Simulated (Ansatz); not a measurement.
Relaxation of the outer planes of the (100) surface of rutile IrO2 in its 1x1 cell (cut with top plane Ir, bottom plane Ir), outermost plane spacing 0.87 Å in the ideal cut (one of several cuts of this face), with 1 Ir a cell over the bulk's ratio.

All values below come from PBE (plane waves to 420 eV, PAW; Ansatz, a quantum-chemistry and plane-wave program).

Slab: 16 atoms, Ir6O10, 11.3 Å thick at the start; k 12x8x1, smearing 0.1 eV, dipole-corrected; all atoms relaxed; symmetry of the start imposed; no spin, no spin-orbit, no U.

```
plane  atoms  bulk spacing to the next (Å)  relaxed spacing (Å)  change (%)  rumpling (Å)
-----  -----  ----------------------------  -------------------  ----------  ------------
1         Ir                         0.868                  ___         ___          0.00
2          O                         0.529                0.744        40.7          0.00
```

What belongs in the gaps?


- 1, relaxed spacing (Å): 0.376
- 1, change (%): -56.7
